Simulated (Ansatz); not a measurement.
PtTe2, response to strain

The reference is PtTe2 (space group P-3m1, No. 164; layered; relaxed with 0.1 eV smearing).

```
PtTe2
1.0
    4.00901     0.00000     0.00000
   -2.00450     3.47190     0.00000
    0.00000     0.00000     4.96000
Te Pt
2 1
Direct
  0.33333   0.66667   0.27042
  0.66667   0.33333   0.72958
  0.00000   0.00000   0.00000
```

Cartesian axes are those of the cell as printed.

Strains are applied to the cell and any free atomic positions relax.

Method: plane-wave PAW DFT at the PBEsol-D3(BJ) level (Ansatz, an electronic-structure program, 420 eV), no spin-orbit coupling.

Notes on the quantities. energy relative to the base: free energy F; pressure: mean of the normal stresses, compression positive.

```tsv
change	energy relative to the base	shortest interatomic distance	pressure
base	0 meV/atom	2.675 Å	0.0 GPa
uniaxial strain ε_zz = −3.00 %	+6.9 meV/atom	2.664 Å	2.5 GPa
uniaxial strain ε_zz = −2.50 %	+4.7 meV/atom	2.666 Å	2.0 GPa
uniaxial strain ε_zz = −2.00 %	+3.0 meV/atom	2.668 Å	1.6 GPa
uniaxial strain ε_zz = −1.50 %	+1.7 meV/atom	2.670 Å	1.2 GPa
uniaxial strain ε_zz = −1.00 %	+0.7 meV/atom	2.672 Å	0.8 GPa
uniaxial strain ε_zz = +0.50 %	+0.2 meV/atom	2.677 Å	-0.4 GPa
uniaxial strain ε_zz = +1.00 %	+0.7 meV/atom	2.678 Å	-0.7 GPa
uniaxial strain ε_zz = +1.50 %	+1.5 meV/atom	2.680 Å	-1.0 GPa
uniaxial strain ε_zz = +2.00 %	+2.6 meV/atom	2.681 Å	-1.3 GPa
```

Whether these cells are dynamically stable was not tested. All final runs are without spin polarisation.
